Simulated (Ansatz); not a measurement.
By PBEsol, the system below comes out a metal.

Data:

```
Ti
1.0
    5.08483     0.00000     0.00000
    2.54242     4.86746     0.00000
    2.54242    -0.44266     1.39953
Ti
2
Cartesian
  3.38989   1.10620   0.34988
  6.77978   3.31860   1.04965
```

Space group of this cell: P6_3/mmc, hcp (Mg type). The cell is taken as given; by PBEsol its mean pressure is -3.9 GPa.

The current flows along the normal of the first two printed cell vectors, the (111) plane of the conventional cell. No spin-orbit coupling; the value is a mean over 0.1 eV about the Fermi level.

Problem. Estimate the ballistic conductance per area that PBEsol (Ansatz, an electronic-structure program) returns for this system.

Solution. 0.63 × 10¹⁵ S/m² for both spins.
